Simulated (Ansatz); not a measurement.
Phonon-limited transport in metals: compounds that share space group Fm-3m and stoichiometry, PBEsol, DFPT electron-phonon coupling, linearised Boltzmann equation in Ansatz (a quantum-chemistry and plane-wave program); geometry: relaxed with this functional, without spin-orbit coupling.

| Compound | volume per atom (Å³) | resistivity at 300 K | electron-phonon coupling λ | logarithmic mean phonon energy |
|---|---|---|---|---|
| Pb | 30.2 | ? | 1.08 | 5.4 meV |
| Ca | 40.5 | 9.7 μΩ·cm | 0.144 | ? |
| Cu | 11.3 | 1.66 μΩ·cm | 0.119 | 19.1 meV |
| Pt | 15.0 | 7.5 μΩ·cm | 0.50 | 10.5 meV |
| Rh | 13.5 | 4.3 μΩ·cm | ? | 22 meV |
| Al | 16.1 | 2.3 μΩ·cm | ? | 25 meV |
| Au | 17.0 | 2.4 μΩ·cm | 0.169 | 9.1 meV |
| Ir | 14.0 | 4.4 μΩ·cm | 0.40 | 18.4 meV |

Q: Fill in the missing entries.

A: 
- Pb, resistivity at 300 K: 11.5 μΩ·cm
- Ca, logarithmic mean phonon energy: 11.5 meV
- Rh, electron-phonon coupling λ: 0.37
- Al, electron-phonon coupling λ: 0.40

Metals; harmonic phonons alone scatter; means over directions. Halving the electron mesh moves these values by up to 7 %; q meshes are mostly untested. Some of the runs warned that the eigensolver left states short of its tolerance. Spin-orbit coupling is left out.

The missing spin-orbit coupling matters most for Au (Fm-3m), Ir (Fm-3m), Pb (Fm-3m), Pt (Fm-3m).
